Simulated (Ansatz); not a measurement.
Take BeS in the zinc blende structure (space group F-43m, No. 216; a = 4.8686 Å) as the base.

Levels (all Ansatz, an electronic-structure program, PAW): r2SCAN (500 eV, no spin-orbit coupling); HSE06+SOC (420 eV, noncollinear with spin-orbit coupling).

The geometry is relaxed with r2SCAN.

| Property | Value |
|---|---|
| r2SCAN valence-band top at Γ | 0.00, 0.00, 0.00 eV |
| r2SCAN band gap | 3.59 eV |

Problem. How does going to HSE06+SOC change the valence-band top at Γ and band gap?

Solution. The valence-band top at Γ (three highest Kramers pairs, from the VBM) becomes 0.00, 0.00, -0.10 eV (r2SCAN: 0.00, 0.00, 0.00 eV); the band gap goes up by 0.46 eV, from 3.59 eV to 4.05 eV. The threefold valence maximum splits by Δso ≈ 0.10 eV.

Single points use the geometry relaxed with r2SCAN. HSE06 was sampled on its mesh, a few special points and the semilocal edge points, so its gap is an upper bound. Differences between runs with and without spin-orbit coupling are approximate. Whether these cells are dynamically stable was not tested.
